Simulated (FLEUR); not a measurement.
```xyz
5
Lattice="3.7729 0.0000 0.0000 0.0000 3.7729 0.0000 0.0000 0.0000 3.7729" Properties=species:S:1:pos:R:3 pbc="T T T"
Zn     0.0000     0.0000     0.0000
Fe     1.8864     0.0000     1.8864
Fe     0.0000     1.8864     1.8864
Fe     1.8864     1.8864     0.0000
C      1.8864     1.8864     1.8864
```
Moments meant for the start (each program seeds them in its own way; μB, in the order of the atoms Zn Fe Fe Fe C): 0.0 4.0 4.0 4.0 0.0.

Method: LDA (Perdew-Zunger), all-electron FLAPW (FLEUR), scalar-relativistic valence run with FLEUR.

The set-up and first iterations of a FLEUR log for ZnFe3C (Pm-3m, 5 atoms in the cell):

```
      Welcome to FLEUR        (www.flapw.de)
      MaX-Release 8.1          (www.max-centre.eu)

 ========== k-point set info ==========
 Selected k-point list: default-1
 k-point list type: mesh
 7 x 7 x 7
 Number of k points: 20

 ------------Calculation Setup---------------------------
           1           2           4           5          10          20
 Number of basis functions:          701
 Iteration:     1   Distance:      31.89367271 me/bohr^3
 Iteration:     2   Distance:      30.80226239 me/bohr^3
 Iteration:     3   Distance:      29.66017329 me/bohr^3
 Iteration:     4   Distance:      29.56491955 me/bohr^3
 Iteration:     5   Distance:      15.83667661 me/bohr^3
```

**Question.** Will this run converge, and how will it end?

**Answer.** The run converged in 30 iterations. Convergence of the loop says nothing yet on basis, mesh or lower states. It ends on: free energy E − TS -153554.2189 eV; Fermi level (on the code's own zero) 10.93 eV; size of the cell's spin moment 3.78 μB; site moments (μB, in the program's spheres or projections) Zn -0.06, Fe 1.32, Fe 1.32, Fe 1.32, C -0.06. The log goes on:

```
   [... 21 lines left out ...]
 Iteration:    27   Distance:       0.00005335 me/bohr^3
 Iteration:    28   Distance:       0.00001766 me/bohr^3
 Iteration:    29   Distance:       0.00001305 me/bohr^3
 Iteration:    30   Distance:       0.00000574 me/bohr^3
 Run finished successfully
 Stop message:
   Structural relaxation: Done

[file out, last iteration]
             iter=     31
[...]
          total density-effective poten   -8.9622142114E+03
          total charge density-energy d   -2.3505595585E+02
 Updated energy parameters for spin:           1
 Updated energy parameters for spin:           2
[...]
 fermi energy and band-weighting factors:
    1.049051

[...]
FERMIE:
          first approx. to ef    (T=0)  :   0.400102 htr   (energy of the highest occ. eigenvalue)
          number of occ. states  (T=0)  :       1275
          first approx. to seigv (T=0)  : -34.272650 htr
          sum of weights of occ. states :  64.008746
          sum of semicore charge        :   0.000000 e
FERHIS:  Fermi-Energy by histogram:
          bandgap                     :   0.000485 htr
          charge neutrality (T=0)     :   0.008746    (zero if the highest occ. eigenvalue is "entirely" occupied)
   [... lines left out ...]
     EF_NEWTON:  Adjust Fermi-Energy by Newton-Method.
 Direct bandgap for spin            1 :    5.7517618879991406E-003  Htr
 Direct bandgap for spin            2 :    7.7549430578316425E-004  Htr
 ---->    free energy=                     -5643.0134619515 htr
   [... lines left out ...]
 ***** TOTAL FORCES ON ATOMS *****
 TOTAL FORCE FOR ATOM TYPE=  1  X=  0.000   Y=  0.000   Z=  0.000
                       FX_TOT= 0.000000 FY_TOT= 0.000000 FZ_TOT= 0.000000
 TOTAL FORCE FOR ATOM TYPE=  2  X=  3.565   Y=  0.000   Z=  3.565
                       FX_TOT= 0.000000 FY_TOT= 0.000000 FZ_TOT= 0.000000
 TOTAL FORCE FOR ATOM TYPE=  3  X=  3.565   Y=  3.565   Z=  3.565
                       FX_TOT= 0.000000 FY_TOT= 0.000000 FZ_TOT= 0.000000
 Structural relaxation: Done
```

For comparison: a first run (DFT, PBEsol, all-electron FLAPW (FLEUR), scalar-relativistic valence) was changed to give this one (xcFunctional: PBEs → pz), and from it to this one the size of the net moment goes from 0.83 to 0.76 μB/atom.

The starting cell comes from a database of computed structures (which also holds hypothetical and non-ambient phases and stackings), without a prior relaxation at this level. The magnetic order is the one reached from the typed start; others were not searched systematically. Values depend on the basis (sphere radii, cutoffs, local orbitals), which need not be converged. The log's line on a gap gives a spacing of levels on this mesh, which the program prints for metals too.

FLEUR gives forces in its relaxation mode, with a further iteration, so its stop message speaks of a relaxation.

The run was DFT, LDA (Perdew-Zunger), all-electron FLAPW (FLEUR), scalar-relativistic valence. Main settings of its input:

| key | value |
|---|---|
| Kmax | 4.7 1/bohr |
| GmaxXC | 16.4 1/bohr |
| xcFunctional | pz |
| jspins | 2 |
| l_soc | F |
| mode | hist |
| fermiSmearingEnergy | 0.00499791 Htr |
| mesh (inpgen div1-3) | 7 7 7 |
| inpgen gamma flag | false |
| Gmax | 16.4 1/bohr |
| numbands | 0 |
| maxIterBroyd | 25 |
